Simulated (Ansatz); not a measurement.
# AlB2-type NbAu2

Calculation: r²SCAN (Ansatz, a program for electronic structure, PAW).

Settings: plane-wave cutoff 500 eV, 18×18×20 k mesh (along the axes of the cell as run), Fermi–Dirac smearing 0.1 eV, no spin polarisation, scalar-relativistic PAW data made under PBE.

Cell: relaxed at this level.

| Quantity | Value |
|---|---|
| equilibrium volume per atom | 17.21 Å³/atom |
| lattice parameter a | 4.661 Å |
| lattice parameter c | 2.744 Å |
| band gap | none |

Spin–orbit coupling is not included; it can shift volumes and moduli of such heavy elements.

The computed numbers hold no vibrational or temperature effects.
